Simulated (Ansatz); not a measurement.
A periodic model of amorphous Zr$_{20}$O$_{42}$Sn:

```xyz
63
Lattice="9.2381 0.1831 0.1106 0.1831 9.2604 0.1945 0.1106 0.1945 9.2633" Properties=species:S:1:pos:R:3 pbc="T T T"
Zr     3.1440     3.0616     6.4788
Zr     7.6164     0.5049     0.9221
Zr     8.7035     8.4375     7.3774
Zr     3.0796     0.1806     5.0832
Zr     8.1055     3.6347     1.8230
Zr     6.3170     6.6239     2.0782
Zr     3.2653     7.6577     1.6738
Zr     9.0437     1.9195     5.1835
Zr     5.3490     8.6649     8.2930
Zr     0.9485     7.6957     3.9950
Zr     0.3330     4.9466     6.3987
Zr     6.6975     8.7978     4.6573
Zr     4.0973     4.3816     0.4308
Zr     0.6049     5.7342     0.6342
Zr     2.8841     6.9237     7.3961
Zr     1.8992     2.3280     2.5797
Zr     6.4851     5.0439     5.1297
Zr     5.2292     2.5106     3.5297
Zr     6.4474     2.1970     6.9447
Zr     1.7034     1.1420     8.7892
O      2.6252     5.1029     6.6057
O      4.9648     6.4786     8.2596
O      6.8968     1.6875     4.8057
O      8.2271     5.7796     2.0060
O      6.1627     4.7728     0.9395
O      2.9122     3.0136     8.5444
O      6.3545     1.0474     8.7210
O      7.6205     6.2399     6.5678
O      8.7103     8.8754     5.2227
O      5.6483     3.8735     7.9774
O      4.6109     1.3933     6.6705
O      4.3167     5.9607     2.0735
O      3.1768     2.3000     4.3196
O      3.2073     8.6555     8.8583
O      2.0947     1.1573     6.7365
O      6.6425     4.1991     3.3842
O      1.7236     8.0121     6.0169
O      0.7228     6.5626     7.8288
O      4.9953     3.7370     5.3658
O      6.1505     6.8422     4.1551
O      9.1705     3.0359     3.4545
O      7.3622     7.5758     9.0104
O      2.3895     0.7649     1.4014
O      5.2491     8.2205     1.2114
O      0.4164     5.9058     4.6916
O      1.2032     7.2443     1.9642
O      7.8395     3.7630     6.0431
O      9.1306     1.9192     0.8936
O      1.1304     3.2024     5.8477
O      6.7034     2.0423     1.9617
O      0.3074     8.9870     8.9968
O      4.2802     8.0797     6.4198
O      1.2339     0.7201     3.9142
O      2.9892     7.9651     3.7000
O      3.9120     3.1464     2.0056
O      8.4024     1.3523     7.0497
O      8.6519     4.6882     8.8575
O      7.6272     8.5210     2.7242
O      6.7343     8.7776     6.7360
O      2.7588     6.0507     9.4085
O      4.8584     0.4707     3.8084
O      1.1628     3.9992     1.4771
Sn     6.8631     5.5831     8.3518
```

Calculation: PBE, scalar-relativistic without spin-orbit coupling (plane waves to 420 eV, PAW; Ansatz, an electronic-structure program).

A CHGNet melt-quench gave the starting glass, which DFT then relaxed. O atoms were pushed apart under 1.9 Å during the dynamics, to hinder bonds among them. The hot cell started wider than the set density and was brought back towards it in steps. It is the lowest in DFT energy of 2 quenches. It is a model cell: composition and starting density were chosen by hand, and all elements were melted together. No dispersion term was used. Its density started from a set value of 5.34 and ended at 5.49 g/cm³. The simulated quench (nominally 380 K/ps over its main leg) is rapid and tends to freeze in more defects than a deposited or slowly cooled glass has. One small periodic cell is one sample of the glass; other quenches scatter about these values. Volume and shape were free in the relaxation. On a 2×2×2 Γ-centred mesh force components of up to 0.13 eV/Å stay, since the relaxation ran on the zone centre alone.

Neighbours within Zr-Zr 3.41 Å, Zr-O 2.84 Å, Zr-Sn 3.23 Å, O-O 1.58 Å, O-Sn 2.46 Å, Sn-Sn 3.06 Å count as bonded. Two cations that share two anions don't count as bonded, nor two that share one unless they lie closer than Zr-Zr 3.32 Å, Zr-Sn 3.15 Å, Sn-Sn 2.97 Å.

**Question.** Give the coordination numbers, mean bond lengths and angles.

**Answer.** 
The mean coordination of Zr by anions comes out as 6.95 (1 with 5, 5 with 6, 8 with 7, 6 with 8) and the mean coordination of O comes out as 3.45 (1 with 2, 22 with 3, 18 with 4, 1 with 5). The mean coordination of Sn by anions is 6.00 (1 with 6), the mean Zr-O bond comes out as 2.206 Å (spread 0.170 Å, 139 counted) and the mean O-Sn bond is 2.089 Å (spread 0.044 Å, 6 counted). The bond angle at Zr comes out as mean 101.0°, spread 29.8° and the bond angle at O is mean 111.3°, spread 19.2°. The bond angle at Sn comes out as mean 105.3°, spread 32.2°.

**Question.** List the pairs of like atoms that count as bonded by the rules above.

**Answer.** There are none by these rules.
